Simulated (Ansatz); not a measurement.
Results of r²SCAN (plane waves, PAW; Ansatz, an electronic-structure program) for InSb (model structure, P6₃/mmc, No. 194, 4 atoms in the cell).

Settings: plane-wave cutoff 560 eV, 18×18×10 k mesh (along the axes of the cell as run), Fermi–Dirac smearing 0.05 eV, scalar-relativistic PAW data made under PBE.

Cell (relaxed at this level):

Space group P6₃/mmc (No. 194); a = 4.244 Å, b = 4.244 Å, c = 7.314 Å, α = 90.00°, β = 90.00°, γ = 120.00°

```csv
atom,site,symmetry,x,y,z
In,2a,-3m.,0.0000,0.0000,0.0000
Sb,2c,-6m2,0.3333,0.6667,0.2500
```

Problem. Give the computed bulk modulus B0.

Solution. 
- bulk modulus B0 = 53.0 GPa

The run finds no gap.

Note: the bulk modulus is −V dP/dV from two relaxed cells at ±2 % in volume; the relaxation could raise the start's symmetry but not lower it, so the cell can be a saddle point.

Spin–orbit coupling is not included; it can open a gap where bands touch, and shift volumes and moduli.

The computed numbers hold no vibrational or temperature effects.

A model structure was made by putting elements into a prototype or built by hand; it is no filed structure, need not be a known phase, and can be a saddle point held by its symmetry.
